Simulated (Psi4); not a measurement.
Psi4 1.11, unrestricted HF/def2-svpd: Ba(F)2 anion ([F][Ba][F]), charge -1, multiplicity 2, 3 atoms. The geometry is a generated start, not checked to be a minimum at this level.

| Property | Result |
|---|---|
| task | energy |
| method | scf |
| basis | def2-svpd |
| memory | 3 GB |
| maxiter | 100 |
| keys of the molecule block | symmetry c1 |
| scf_type | df (default) |
| e_convergence | 1e-06 (default) |
| d_convergence | 1e-06 (default) |
| effective core potentials | those of the basis set, past Kr |
| basis functions | 79 |

```xyz
3

Ba     0.8912     0.1026    -0.1606
F     -0.7669     1.1652    -0.9746
F     -0.1243    -1.2678     1.1352
```

Charge -1 and multiplicity 2 are set for this test and not shown to be the ground state.

With the defaults (damping_percentage = 0, level_shift = 0, level_shift_cutoff = 0.01, guess = auto, which took SAD, diis = true, scf_initial_accelerator = adiis, diis_max_vecs = 10) it converges in 10 SCF iterations. One run each on 2 threads, with these changes:
- diis_max_vecs = 6
- diis_max_vecs = 20
- diis_max_vecs = 3
- guess = sap
- guess = huckel
- damping_percentage = 60, diis = false, scf_initial_accelerator = none
- guess = sapgau
- level_shift = 0.1, level_shift_cutoff = 0.001
- damping_percentage = 60

Question: Which of these changes keep the SCF from converging, or lead it to another solution?

Answer: No convergence: damping_percentage = 60 (the run ends without SCF convergence in 100 iterations). The rest reach the solution of the defaults.

```
setting                                                                SCF iterations             end
---------------------------------------------------------------------  --------------  --------------
the defaults                                                                       10   same solution
level_shift = 0.1, level_shift_cutoff = 0.001                                      10   same solution
diis_max_vecs = 6                                                                  10   same solution
diis_max_vecs = 20                                                                 10   same solution
guess = huckel                                                                     11   same solution
diis_max_vecs = 3                                                                  11   same solution
guess = sap                                                                        12   same solution
guess = sapgau                                                                     16   same solution
damping_percentage = 60, diis = false, scf_initial_accelerator = none              51   same solution
damping_percentage = 60                                                           100  no convergence
```
